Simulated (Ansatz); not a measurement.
# RbBr, response to strain

The reference is RbBr in the rock salt structure (space group Fm-3m, No. 225; a = 6.843 Å). Axes: x, y, z lie along the cube axes.

Strains are applied to the cell and any free atomic positions relax; under biaxial strain the out-of-plane vector relaxes too.

Computed with plane-wave PAW DFT at the PBEsol level (Ansatz, an electronic-structure program, 420 eV), no SOC.

Candidates:
(a) biaxial strain +1.00 %, plane normal [001], relaxed out of plane
(b) biaxial strain +2.50 %, plane normal [001], relaxed out of plane
(c) biaxial strain −2.00 %, plane normal [001], relaxed out of plane
(d) biaxial strain −0.50 %, plane normal [001], relaxed out of plane

Before the change:

```
Property    Value
--------  -------
Band gap  4.22 eV
```

Task: Order them by band gap, lowest first.

Result: (b) biaxial strain +2.50 %, plane normal [001], relaxed out of plane (4.11 eV), (a) biaxial strain +1.00 %, plane normal [001], relaxed out of plane (4.18 eV), (d) biaxial strain −0.50 %, plane normal [001], relaxed out of plane (4.24 eV), (c) biaxial strain −2.00 %, plane normal [001], relaxed out of plane (4.29 eV)

Stability against distortions was not tested.
